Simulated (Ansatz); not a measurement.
Base system: SnTe in the rock salt structure (space group Fm-3m, No. 225; a = 6.235 Å). Axes: x, y, z lie along the cube axes.

The values are results of DFT with LDA, PAW potentials and a 420 eV plane-wave cutoff in Ansatz (a program for electronic structure), scalar-relativistic without spin-orbit coupling, not measurements.

For the base:

- Pressure: 0.00 GPa

Modification: compressive biaxial strain of 1.50 % in the plane normal to [001], as in epitaxy on a mismatched substrate; the out-of-plane cell vector and the atoms relax.

Problem. Predict the new energy relative to the base and pressure.

Solution. The energy goes up by 6.7 meV/atom; the pressure (mean of the normal stresses, compression positive) goes from zero to 1.64 GPa.

Stability against distortions was not tested.
